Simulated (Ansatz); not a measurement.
This concerns the energy of configuration A over configuration B. The value is E(A) − E(B).

Cell A: a supercell of 8 sites of Nb (bcc, Im-3m) with C off the lattice sites (4 Nb at 1.98 Å); spin state with PBE: run without spin, k-point mesh 10×10×10.
```
CELL_PARAMETERS angstrom
      5.73563     0.00000     0.00000
     -1.91188     5.40761     0.00000
     -1.91188    -2.70380     4.68312
ATOMIC_POSITIONS crystal
  Nb 0.97598 0.99658 0.97940
  Nb 0.00136 0.00039 0.49904
  Nb 0.00136 0.50232 0.00096
  Nb 0.99768 0.49864 0.49904
  Nb 0.50342 0.98282 0.97940
  Nb 0.51718 0.99658 0.52060
  Nb 0.49961 0.49864 0.00096
  Nb 0.50342 0.52402 0.52060
  C  0.37500 0.12500 0.25000
```

Cell B: a supercell of 8 sites of Nb (bcc, Im-3m) with C off the lattice sites (6 Nb at 1.98–2.21 Å); spin state with PBE: run without spin, k-point mesh 10×10×10.
```yaml
crystal:
  lattice:
    - [5.73563, 0.00000, 0.00000]
    - [-1.91188, 5.40761, 0.00000]
    - [-1.91188, -2.70380, 4.68312]
  atoms:
    - { symbol: Nb, position: [0.95147, 0.95147, 0.00000] }
    - { symbol: Nb, position: [0.01451, 0.01451, 0.52901] }
    - { symbol: Nb, position: [0.01451, 0.48549, 0.00000] }
    - { symbol: Nb, position: [0.00000, 0.50000, 0.50000] }
    - { symbol: Nb, position: [0.48549, 0.01451, 0.00000] }
    - { symbol: Nb, position: [0.50000, 0.00000, 0.50000] }
    - { symbol: Nb, position: [0.54853, 0.54853, 0.00000] }
    - { symbol: Nb, position: [0.48549, 0.48549, 0.47099] }
    - { symbol: C, position: [0.25000, 0.25000, 0.00000] }
```

Plane-wave PAW calculations with Ansatz (a quantum-chemistry and plane-wave program), its PAW set soft_1, cutoff 420 eV, 500 eV for r2SCAN. The structures are at rest with PBE, within the held lattices; other levels are single points on them. Neutral cells; Fermi-Dirac smearing of at most 0.10 eV in the solids, energies taken to zero width. The lattices are those relaxed with PBE, so at other levels the solids can be strained, which adds to the spread. A dispersion term (D3(BJ), or D4 for r2SCAN) was computed beside these levels and is taken off wherever the name lacks it. Static lattices, no vibrational contributions. The structures are the rest points that the relaxations reached, not proven lowest. Values are for these cell sizes. Cell A has symmetry I-4m2 and got no random move, so less symmetric positions, which may lie lower, weren't tried. Cell B has symmetry I4/mmm and got no random move, so less symmetric positions, which may lie lower, weren't tried.

Problem. Predict the value from PBE.

Solution. 1.44 eV for A less B, so B lies lower.

Problem. What do the other levels give, and how wide is the spread?

Solution. 
```json
[
 {"Functional": "r2SCAN", "value (eV)": "1.43", "less PBE": "-0.01"}
]
```

The levels span only 0.01 eV, too little to tell them apart.
